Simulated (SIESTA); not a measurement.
Worked example: self-consistent single point of RbH (Fm-3m, 2 atoms in the cell) in SIESTA.

Method of the run: LDA PW92, numerical atomic orbitals DZP, PseudoDojo LDA standard norm-conserving potentials (rewritten from UPF to PSML) in SIESTA.

```yaml
crystal:
  lattice:
    - [0.00000, 2.98906, 2.98906]
    - [2.98906, 0.00000, 2.98906]
    - [2.98906, 2.98906, 0.00000]
  atoms:
    - { symbol: Rb, position: [0.50000, 0.50000, 0.50000] }
    - { symbol: H, position: [0.00000, 0.00000, 0.00000] }
```

Reference input (self-consistent single point, DFT, LDA PW92, numerical atomic orbitals DZP, PseudoDojo LDA standard norm-conserving potentials (rewritten from UPF to PSML)): XC.functional = LDA; XC.authors = PW92; potentials = PseudoDojo LDA standard; PAO.BasisSize = DZP; PAO.EnergyShift = 0.01 Ry; MeshCutoff = 300 Ry; kgrid.MonkhorstPack = 7 7 7; OccupationFunction = FD; ElectronicTemperature = 10 K; MaxSCFIterations = 150; SCF.Mixer.Method = Pulay; SCF.Mixer.Weight = 0.25. This run's input differs from it in these lines:

```diff
@@ -28,5 +28,5 @@
 %block kgrid.MonkhorstPack
-    7   0   0  0.0
-    0   7   0  0.0
-    0   0   7  0.0
+   14   0   0  0.0
+    0  14   0  0.0
+    0   0  14  0.0
 %endblock kgrid.MonkhorstPack
```

Output (repeated stretches shortened):

```
        iscf     Eharris(eV)        E_KS(eV)     FreeEng(eV)     dDmax    Ef(eV) dHmax(eV)
   scf:    1     -750.769638     -752.150726     -752.150726  0.661577 -3.465704  4.973831
   scf:    2     -753.011943     -752.606997     -752.606997  0.081119 -4.220823  2.800874
   scf:    3     -752.963845     -752.833593     -752.833593  0.091621 -5.285703  0.162036
   scf:    4     -752.832566     -752.833478     -752.833478  0.012871 -5.463705  0.196495
   scf:    5     -752.834842     -752.834302     -752.834302  0.006606 -5.422778  0.011052
   scf:    6     -752.834307     -752.834305     -752.834305  0.002242 -5.418693  0.001015
   scf:    7     -752.834305     -752.834305     -752.834305  0.000017 -5.418556  0.000419
   scf:    8     -752.834305     -752.834305     -752.834305  0.000022 -5.418282  0.000001
   scf:    9     -752.834305     -752.834305     -752.834305  0.000001 -5.418281  0.000000
SCF Convergence by DM+H criterion
max |DM_out - DM_in|         :     0.0000007499
max |H_out - H_in|      (eV) :     0.0000004298
SCF cycle converged after 9 iterations

Using DM_out to compute the final energy and forces

siesta: E_KS(eV) =             -752.8343

siesta: E_KS - E_eggbox =      -752.8343

siesta: Atomic forces (eV/Ang):
     1   -0.000000   -0.000000    0.000000
     2    0.000000   -0.000000   -0.000000
   Tot   -0.000000   -0.000000    0.000000
   Max    0.000000
   Res    0.000000    sqrt( Sum f_i^2 / 3N )
   Max    0.000000    constrained

Stress tensor Voigt[x,y,z,yz,xz,xy] (kbar):       14.16       14.16       14.16       -0.00       -0.00       -0.00
(Free)E + p*V (eV/cell)     -753.3062
Target enthalpy (eV/cell)     -752.8343

siesta: Program's energy decomposition (eV):
siesta: FreeEng =      -752.834305

   [... lines left out ...]
siesta: Cell volume =         53.411392 Ang**3
siesta:         -14.15686364        -14.15686364  kBar
   [... lines left out ...]
               5px
   1  8.539   1.909   0.131   0.130   1.964   1.964   1.964   0.158   0.158
              0.158

Species: H
Atom  Qatom  Qorb
               1s      1s      2Ppy    2Ppz    2Ppx
   2  1.461   1.573  -0.137   0.008   0.008   0.008

mulliken: Qtot =       10.000

Mulliken Atomic Populations:
Atom #   charge [q] valence [e]  Species
     1     0.461347    8.538653  Rb
     2    -0.461347    1.461347  H
 Total     0.000000
```

The run converged in 9 iterations. Against the reference run the free energy hardly moves (within 1 meV/atom), the pressure stays at -1.42 GPa and the gap on the mesh goes from 3.396 to 3.106 eV.

The starting cell comes from a database of computed structures (which also holds hypothetical and non-ambient phases and stackings), without a prior relaxation at this level. Its lattice was rescaled by up to half a per cent. Values carry the incompleteness of an atom-centred basis. The basis of the alkali or alkaline-earth atoms may lack their empty d shell, which can raise the gap.
